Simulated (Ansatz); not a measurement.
BP: B → Te

Start from BP in the zinc blende structure (space group F-43m, No. 216; a = 4.537 Å).

It is then changed as follows: full substitution B → Te, then cell and atoms are relaxed.

Calculations: r2SCAN (Ansatz, a first-principles code, PAW, scalar-relativistic without spin-orbit coupling). Γ-centred 13×13×13 mesh, Fermi–Dirac width 0.05 eV, for the changed cell.

```yaml
volume_per_atom: 32.32 Å³ (base 11.67 Å³)
lattice_parameter_a: 6.371 Å (base 4.537 Å)
space_group: F-43m (No. 216) (base F-43m (No. 216))
shortest_interatomic_distance: 2.759 Å (base 1.964 Å)
band_gap: zero (base 1.41 eV)
```

Final structure:

```
TeP
1.0
    0.00000     3.18548     3.18548
    3.18548     0.00000     3.18548
    3.18548     3.18548     0.00000
P Te
1 1
Direct
  0.25000   0.25000   0.25000
  0.00000   0.00000   0.00000
```

Cost of the whole job for the changed cell (relaxation, final SCF and bands): roughly 3 core-minutes.

No phonon test of stability was made. As relaxed here, TeP is a hypothetical phase, not in the database extracts checked. All final runs are without spin polarisation. An odd electron count without spin: TeP.
